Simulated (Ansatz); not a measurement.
```xyz
12
Lattice="4.1874 0.0000 0.0000 2.0937 3.6264 0.0000 0.0000 0.0000 26.9664" Properties=species:S:1:pos:R:3 pbc="T T T"
F      3.1405     0.6044     7.7689
Pb     1.0468    -0.6044     8.3967
F      5.2342     1.8132     9.3149
F      5.2342    -0.6044    10.8176
Pb     3.1405    -1.8132    11.7514
F      7.3279     0.6044    12.5558
F      7.3279    -1.8132    14.4106
Pb     5.2342    -3.0220    15.2150
F      9.4216    -0.6044    16.1487
F      9.4216    -3.0220    17.6515
Pb     7.3279    -4.2308    18.5697
F     11.5153    -1.8132    19.1975
```

No spin polarisation.

Level of theory: r2SCAN, PAW, 500 eV (Ansatz, a first-principles code; without spin-orbit coupling), earlier PAW set. Γ-centred 9×9×1 mesh, Fermi–Dirac width 0.05 eV. The cell is a slab with vacuum along z.

Problem. What is the computed band gap?

Solution. 4.77 eV.

Problem. Estimate the smallest direct gap.

Solution. 4.88 eV.

Problem. What is the computed gap character?

Solution. Indirect, K → M.

Problem. Predict the layer's space group (with vacuum).

Solution. P-3m1 (No. 164).

Spin-orbit coupling, missing from the scalar runs, can matter with Pb. No phonon test of stability was made. The cell was made from PbF$_{2}$ in the fluorite structure (space group Fm-3m, No. 225) by this change: a free-standing slab of 4 layers (12 atoms, 3 a layer) is cut normal to [111], with 15 Å of vacuum and the in-plane cell held at bulk.
